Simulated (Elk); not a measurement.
Elk run on Y2GaNi2 (Immm, 5 atoms in the cell): self-consistent single point

Level of theory: PBEsol, all-electron FP-LAPW, Elk's shipped species files, APW+lo basis with extra local orbitals in Elk.

Input:

```
tasks
  0

xctype
  22

tforce
  .true.

rgkmax
  8.0

gmaxvr
  18.0

lmaxapw
  10

lmaxo
  8

nxlo
  2

lorbcnd
  .true.

lradstp
  2

nrmtscf
  2.0

rmtscf
  0.91

lmaxi
  4

stype
  3

swidth
  0.00367493

avec
   -3.9411844596    5.0369516016    7.7938919421
    3.9411844596   -5.0369516016    7.7938919421
    3.9411844596    5.0369516016   -7.7938919421

sppath
  './'

atoms
  3   : nspecies
  'Y.in'   : spfname
  2   : natoms; atposl, bfcmt below
  0.7021300000  0.2021300000  0.5000000000    0.0 0.0 0.0
  0.2978700000  0.7978700000  0.5000000000    0.0 0.0 0.0
  'Ga.in'   : spfname
  1   : natoms; atposl, bfcmt below
  0.0000000000  0.0000000000  0.0000000000    0.0 0.0 0.0
  'Ni.in'   : spfname
  2   : natoms; atposl, bfcmt below
  0.2675900000  0.5000000000  0.7675900000    0.0 0.0 0.0
  0.7324100000  0.5000000000  0.2324100000    0.0 0.0 0.0

ngridk
  6 6 6
```

Output (repeated stretches shortened):

```
│ Elk code version 10.2.4 │

All units are atomic (Hartree, Bohr, etc.)

│ Ground-state run starting from atomic densities │

Lattice vectors :
  -3.941184460       5.036951602       7.793891942
   3.941184460      -5.036951602       7.793891942
   3.941184460       5.036951602      -7.793891942

Unit cell volume      :    618.8835099
Brillouin zone volume :   0.4008027512

Muffin-tin inner radius fraction :   0.1000000000E-01

Nuclei treated as point charges

Species :    1 (Y)
 parameters loaded from : Y.in
 name : yttrium
 nuclear charge    :   -39.00000000
 electronic charge :    39.00000000
 atomic mass :    162065.4502
 muffin-tin radius :    2.366000000
 number of radial points in muffin-tin :   1199
 atomic positions (lattice), magnetic fields (Cartesian) :
   1 :  -0.29787000  0.20213000  0.50000000    0.00000000  0.00000000  0.00000000
   2 :   0.29787000 -0.20213000  0.50000000    0.00000000  0.00000000  0.00000000

Species :    2 (Ga)
 parameters loaded from : Ga.in
 name : gallium
 nuclear charge    :   -31.00000000
 electronic charge :    31.00000000
 atomic mass :    127097.2538
 muffin-tin radius :    2.184000000
 number of radial points in muffin-tin :    999
 atomic positions (lattice), magnetic fields (Cartesian) :
   1 :   0.00000000  0.00000000  0.00000000    0.00000000  0.00000000  0.00000000

Species :    3 (Ni)
 parameters loaded from : Ni.in
 name : nickel
 nuclear charge    :   -28.00000000
 electronic charge :    28.00000000
 atomic mass :    106991.5230
 muffin-tin radius :    2.184000000
 number of radial points in muffin-tin :    999
 atomic positions (lattice), magnetic fields (Cartesian) :
   1 :   0.26759000  0.50000000 -0.23241000    0.00000000  0.00000000  0.00000000
   2 :  -0.26759000  0.50000000  0.23241000    0.00000000  0.00000000  0.00000000

Total number of atoms per unit cell :    5

Spin treatment :
 spin-unpolarised

Number of Bravais lattice symmetries :    8
   [... lines left out ...]
Maximum |G| for potential and density :    18.00000000
 potential will be trimmed for |G| > 2 gkmax
Constant for pseudocharge density :   11
Radial integration step length :    2

G-vector grid sizes :     60    60    60
Number of G-vectors :    60943

Maximum angular momentum used for
 APW functions                      :   10
 outer part of muffin-tin           :    8
 inner part of muffin-tin           :    4

Total nuclear charge    :   -165.0000000
Total core charge       :    98.00000000
Total valence charge    :    67.00000000
Total excess charge     :    0.000000000
Total electronic charge :    165.0000000

Effective Wigner radius, rₛ :   0.9638559201

Number of empty states         :   20
Total number of valence states :   54
Total number of core states    :   98

Conduction state local-orbitals added automatically
Total number of local-orbitals :  559

Exchange-correlation functional :     22     0     0
 PBEsol, Phys. Rev. Lett. 100, 136406 (2008)
 gradient requirement :    1
 generalised gradient approximation (GGA)

Smearing type :    3
 Fermi-Dirac
Smearing width :   0.3674930000E-02
Effective electronic temperature (K) :    1160.451112

Mixing type :    3
 Broyden mixing, J. Phys. A: Math. Gen. 17, L317 (1984)

Kohn-Sham potential initialised from atomic data
│ Self-consistent loop started │
│ Loop number : 1 │
 total energy                :     -11788.6892540
│ Loop number : 2 │
 total energy                :     -11786.6261575
RMS change in Kohn-Sham potential (target) :   0.3482174646     (  0.1000000000E-05)
Absolute change in total energy (target)   :    2.063096471     (  0.1000000000E-03)
│ Loop number : 3 │
 total energy                :     -11779.7106991
RMS change in Kohn-Sham potential (target) :   0.2681486371     (  0.1000000000E-05)
Absolute change in total energy (target)   :    7.431232564     (  0.1000000000E-03)
│ Loop number : 4 │
 total energy                :     -11774.6476917
RMS change in Kohn-Sham potential (target) :   0.2225221899     (  0.1000000000E-05)
Absolute change in total energy (target)   :    6.920815522     (  0.1000000000E-03)
│ Loop number : 5 │
 total energy                :     -11759.1695563
RMS change in Kohn-Sham potential (target) :   0.8509893358E-01 (  0.1000000000E-05)
Absolute change in total energy (target)   :    17.20833928     (  0.1000000000E-03)
   [... lines left out ...]
Absolute change in total energy (target)   :   0.1494171473E-02 (  0.1000000000E-03)
│ Loop number : 16 │
 total energy                :     -11749.4173391
RMS change in Kohn-Sham potential (target) :   0.8017305479E-06 (  0.1000000000E-05)
Absolute change in total energy (target)   :   0.4700719292E-03 (  0.1000000000E-03)
│ Loop number : 17 │
 total energy                :     -11749.4173217
RMS change in Kohn-Sham potential (target) :   0.8505038731E-06 (  0.1000000000E-05)
Absolute change in total energy (target)   :   0.1349037666E-03 (  0.1000000000E-03)
│ Loop number : 18 │
 total energy                :     -11749.4172405
RMS change in Kohn-Sham potential (target) :   0.9184182016E-07 (  0.1000000000E-05)
Absolute change in total energy (target)   :   0.1149228228E-03 (  0.1000000000E-03)
│ Loop number : 19 │
 total energy                :     -11749.4172454
RMS change in Kohn-Sham potential (target) :   0.1306712622E-07 (  0.1000000000E-05)
Absolute change in total energy (target)   :   0.2388922621E-04 (  0.1000000000E-03)
Convergence targets achieved

│ Loop number : 20 │

Energies :
 Fermi                       :     0.324397021298
 sum of eigenvalues          :     -6847.23477663
 electron kinetic            :      12048.8510443
 core electron kinetic       :      11482.6554169
 Coulomb                     :     -23383.8940622
 Coulomb potential           :     -18352.4635962
 nuclear-nuclear             :     -1327.11638487
 electron-nuclear            :     -25761.0917584
 Hartree                     :      3704.31408110
 Madelung                    :     -14207.6622641
 xc potential                :     -543.622224768
 exchange                    :     -405.135448202
 correlation                 :     -9.23441611156
 electron entropic           :    -0.436269336496E-02
 total energy                :     -11749.4172448

Density of states at Fermi energy :    94.98104277
 (states/Hartree/unit cell)

Estimated indirect band gap :   0.6971051772E-03
 from k-point     37 to k-point     22
Estimated direct band gap   :   0.1030448736E-01
 at k-point     20

Charges :
 core                        :    98.00000000
 valence                     :    67.00000000
 interstitial                :    9.281692735
 muffin-tins (core leakage)
  species :    1 (Y)
   atom    1                 :    36.40689440     (  0.4230949737E-04)
   atom    2                 :    36.40689440     (  0.4230949737E-04)
  species :    2 (Ga)
   atom    1                 :    29.27115070     (  0.2346570787E-02)
  species :    3 (Ni)
   atom    1                 :    26.81668388     (  0.8866597331E-03)
   atom    2                 :    26.81668388     (  0.8866597331E-03)
 total in muffin-tins        :    155.7183073
 total calculated charge     :    164.9957157
 total charge                :    165.0000000
 error                       :   0.4284305791E-02

│ Self-consistent loop stopped │

Forces :
 species :    1 (Y)
  atom :    1
   Hellmann-Feynman          :     0.00000000   -0.00000000   -0.02813256
   IBS                       :     0.00000000    0.00000000    0.02737922
   total force               :     0.00000000    0.00000000   -0.00075334
   total magnitude           :     0.00075334
  atom :    2
   Hellmann-Feynman          :     0.00000000    0.00000000    0.02813256
   IBS                       :     0.00000000   -0.00000000   -0.02737922
   total force               :     0.00000000    0.00000000    0.00075334
   total magnitude           :     0.00075334
 species :    2 (Ga)
  atom :    1
   Hellmann-Feynman          :     0.00000000    0.00000000    0.00000000
   IBS                       :     0.00000000    0.00000000    0.00000000
   total force               :     0.00000000    0.00000000    0.00000000
   total magnitude           :     0.00000000
 species :    3 (Ni)
  atom :    1
   Hellmann-Feynman          :     0.00000000    0.07939556   -0.00000000
   IBS                       :    -0.00000000   -0.08038713    0.00000000
   total force               :    -0.00000000   -0.00099157    0.00000000
   total magnitude           :     0.00099157
  atom :    2
   Hellmann-Feynman          :    -0.00000000   -0.07939556    0.00000000
   IBS                       :     0.00000000    0.08038713   -0.00000000
   total force               :     0.00000000    0.00099157    0.00000000
   total magnitude           :     0.00099157
```

The run converged in 20 iterations. The count includes the last loop, which Elk runs after its targets are met.

The starting cell comes from a database of computed structures (which also holds hypothetical and non-ambient phases and stackings), without a prior relaxation at this level. Spin polarisation is off. Values depend on the basis (sphere radii, cutoffs, local orbitals), which need not be converged. The log's line on a gap gives a spacing of levels on this mesh, which the program prints for metals too.

Cost on one core of a shared machine: roughly 10 min.
